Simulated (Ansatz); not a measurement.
## Hypothetical simple cubic Ag: pressure series

Start from Ag in the simple cubic structure (space group Pm-3m, No. 221; a = 2.685 Å; a hypothetical phase, not in the database extracts checked).

Cell and atoms are relaxed at each pressure.

The values are results of PBEsol/PAW in Ansatz (a program for electronic structure), spin-orbit coupling left out, not measurements.

| pressure (GPa) | volume per atom (Å³/atom) |
|---|---|
| -2 | 19.825 |
| -1 | ? |
| 0 | 19.348 |
| 0.3 | 19.283 |
| 0.7 | 19.199 |
| 1.5 | 19.038 |
| 3 | 18.756 |
| 5 | 18.421 |
| 10 | 17.720 |

Question: Fit the third-order Birch–Murnaghan form P(V) = (3B₀/2)[(V₀/V)^(7/3) − (V₀/V)^(5/3)]·[1 + (3/4)(B₀′ − 4)((V₀/V)^(2/3) − 1)] (squares taken in P) to the rows shown and predict the withheld row.

Answer: Least squares on the printed values gives V₀ = 19.348 Å³/atom, B₀ = 88.3 GPa, B₀′ = 5.8; this predicts 19.577 Å³/atom, and the run gives 19.578 Å³/atom, in agreement.

Load acts through the strain it causes; cell and atoms are relaxed under it. Stability against distortions was not tested. No other phases were tried under pressure.
